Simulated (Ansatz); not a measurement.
**A computed series for Ta: response to strain**

Consider Ta in the bcc (W type) structure (space group Im-3m, No. 229).

```xyz
1
Lattice="-1.6410 1.6410 1.6410 1.6410 -1.6410 1.6410 1.6410 1.6410 -1.6410" Properties=species:S:1:pos:R:3 pbc="T T T"
Ta     0.0000     0.0000     0.0000
```

Cartesian axes are those of the cell as printed.

Strains are applied to the cell and any free atomic positions relax; under biaxial strain the out-of-plane vector relaxes too; under stress the whole cell relaxes.

All numbers come from plane-wave PAW DFT at the PBEsol level (Ansatz, an electronic-structure program, 420 eV), no spin-orbit coupling.

Notes on the quantities. energy relative to the base: free energy F; pressure: mean of the normal stresses, compression positive.

```tsv
change	energy relative to the base	pressure	space group
base	0 meV/atom	0.0 GPa	Im-3m (No. 229)
biaxial strain −4.13 %, plane normal [110], relaxed out of plane	(withheld)	(withheld)	Fmmm (No. 69)
biaxial strain +3.89 %, plane normal [110], relaxed out of plane	+42 meV/atom	-5.6 GPa	Fmmm (No. 69)
isotropic strain +2.91 %	+81 meV/atom	-15.3 GPa	Im-3m (No. 229)
isotropic strain +3.24 %	+100 meV/atom	-16.7 GPa	Im-3m (No. 229)
uniaxial strain ε_yy = +4.80 %	+34 meV/atom	-8.8 GPa	I4/mmm (No. 139)
uniaxial strain ε_zz = −1.28 %	+2.7 meV/atom	2.8 GPa	I4/mmm (No. 139)
tensor shear ε_yz = −2.94 %	+15 meV/atom	0.3 GPa	Fmmm (No. 69)
uniaxial stress, 1 GPa tension along z	+0.3 meV/atom	–	I4/mmm (No. 139)
uniaxial stress, 1 GPa tension along x	+0.3 meV/atom	–	I4/mmm (No. 139)
```

Complete the table.


- biaxial strain −4.13 %, plane normal [110], relaxed out of plane, energy relative to the base: +63 meV/atom
- biaxial strain −4.13 %, plane normal [110], relaxed out of plane, pressure: 9.1 GPa

Without a gap, meshes like the base's 20×20×20 leave anisotropic stresses uncertain by several tenths of a GPa, and small strain energies with them. Stability under load was not tested beyond the relaxation. All final runs are without spin polarisation.
